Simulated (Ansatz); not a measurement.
Abridged Ansatz (a first-principles code) output:

```
Pseudopotential: Zr, paw, valence charge 12
Pseudopotential: Ti, paw, valence charge 12
Crystal: 8 atoms, lattice volume = 157.148 Å³
Basis set: ecut = 500 eV, 3999 PW (Γ), exchange–correlation on 180×180×192 points (64 copies of the dense FFT grid, shifted against one another)
Bands: 58, of which v1, the nominal top of the filled ones, is band 48 counted from 1 (47 counted from 0)
Symmetry: 2 space group operations
k-points: 227 of 800 (time reversal used)
Functional: x = r2scan, c = r2scan; τ floored in thin density (d = 2e-4 eV/Å³)
SCF iter   1: F=—  HF=-25108.772452 eV  |F-HF|=—  |Δ(HF+E_count)|=         —  Δρ=7.80e-2  dr2=1.57e1  dr2_τ=4.10e-1  ethr=3.10e-3  ⟨swp⟩=7.7  Hψ=49472  notcnv=0
SCF iter   2: F=—  HF=-25106.924129 eV  |F-HF|=—  |Δ(HF+E_count)|=    1.85e0  Δρ=2.77e-2  dr2=3.02e0  dr2_τ=3.02e-1  ethr=3.10e-3  ⟨swp⟩=4.0  Hψ=30599  notcnv=0  defer=3
SCF 1 converged in 14 iterations: F = -25106.736655 eV  dr2 = 6.89e-10
SCF converged after 14 iterations
Free energy (F): -25106.736655 eV
Internal energy: -25106.671107 eV  (E = F + TS)
E sigma→0 (E₀):  -25106.703881 eV
Entropy (-TS):   -0.065548 eV (-8.194 meV/atom)
Fermi energy:    13.455381 eV
--- Forces (eV/Å), atoms counted from 1 ---
  atom   1  Zr     0.00000000     0.00235392     0.00000000
  atom   2  Ti     0.00000000    -0.00205682     0.00000000
  atom   3  Ti     0.00174501     0.00044459    -0.00066893
  atom   4  Ti    -0.00174501     0.00044459     0.00066893
  atom   5  Ti     0.00066694     0.00228042    -0.00147578
  atom   6  Zr    -0.00135879    -0.00287369     0.00123443
  atom   7  Ti    -0.00066694     0.00228042     0.00147578
  atom   8  Zr     0.00135879    -0.00287369    -0.00123443
--- Stress (GPa, compression-positive) ---
       -0.014933       0.000000      -0.003536
        0.000000      -0.010033       0.000000
       -0.003536       0.000000      -0.005521
  P = ⅓ Tr σ = -0.0102 GPa (-0.102 kbar)
```

**Question.** What was computed, and what are the main results?

**Answer.** Zr3Ti5, 8 atoms in the cell, with r2SCAN (Ansatz), spin-orbit coupling left out, earlier PAW set. The last SCF converged to F = -25106.736655 eV, or -3138.3421 eV per atom, at a pressure of -0.01 GPa. The total energy compares only with runs of the same code, potentials and settings.

These are small ordered cells, not random alloys; other orderings at the same x differ. Stability against distortions was not tested. All final runs are without spin polarisation. The cell was made from Ti by this change: x(Zr) = 0.375, 8 atoms, C2.
